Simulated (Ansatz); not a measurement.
Abridged Ansatz (a first-principles code) output:

```
Pseudopotential: La, paw, valence charge 11
Pseudopotential: Ge, paw, valence charge 14
Crystal: 6 atoms, lattice volume = 139.634 Å³
Basis set: ecut = 420 eV, 2705 PW (Γ), exchange–correlation on 120×120×120 points (8 copies of the dense FFT grid, shifted against one another)
Bands: 45, of which v1, the nominal top of the filled ones, is band 39 counted from 1 (38 counted from 0)
Symmetry: 16 space group operations
k-points: 288 of 3375
Functional: x = pbesol(κ = 0.804, μ = 0.12345679012345678), c = pbesol(β = 0.046)
SCF iter   1: F=—  HF=-29340.967550 eV  |F-HF|=—  |Δ(HF+E_count)|=         —  Δρ=2.33e-3  dr2=6.77e-3  ethr=1.77e-3  ⟨swp⟩=6.7  Hψ=48633  notcnv=0
SCF iter   2: F=—  HF=-29340.960536 eV  |F-HF|=—  |Δ(HF+E_count)|=   7.01e-3  Δρ=1.25e-3  dr2=2.31e-3  ethr=8.68e-6  ⟨swp⟩=3.0  Hψ=29180  notcnv=0  defer=32
SCF 1 converged in 9 iterations: F = -29340.960134 eV  dr2 = 4.73e-11
SCF converged after 9 iterations
Free energy (F): -29340.960134 eV
Internal energy: -29340.940734 eV  (E = F + TS)
E sigma→0 (E₀):  -29340.950434 eV
Entropy (-TS):   -0.019400 eV (-3.233 meV/atom)
Fermi energy:    11.816944 eV
--- Forces (eV/Å), atoms counted from 1 ---
  atom   1  La     0.00000000    -0.00000000     0.00000000
  atom   2  La    -0.00000000    -0.00000000     0.00000000
  atom   3  Ge    -0.00000000     0.00000000    -0.00001665
  atom   4  Ge    -0.00000000     0.00000000    -0.00001665
  atom   5  Ge     0.00000000     0.00000000     0.00001665
  atom   6  Ge    -0.00000000     0.00000000     0.00001665
--- Stress (GPa, compression-positive) ---
        0.000138       0.000000       0.000000
        0.000000       0.000138       0.000000
       -0.000000       0.000000      -0.000980
  P = ⅓ Tr σ = -0.0002 GPa (-0.002 kbar)
```

Q: What was computed, and what are the main results?

A: LaGe2, 6 atoms in the cell, with Kohn–Sham DFT with the PBEsol functional, run in Ansatz with PAW and 420 eV plane waves, scalar-relativistic without spin-orbit coupling. The last SCF converged to F = -29340.960134 eV, or -4890.1600 eV per atom, at a pressure of 0.00 GPa. The total energy compares only with runs of the same code, potentials and settings.

No phonon test of stability was made. The final runs are not spin-polarised. The cell was made from LaSi2 by this change: Si → Ge; the result is a model cell, its experimental status unchecked.
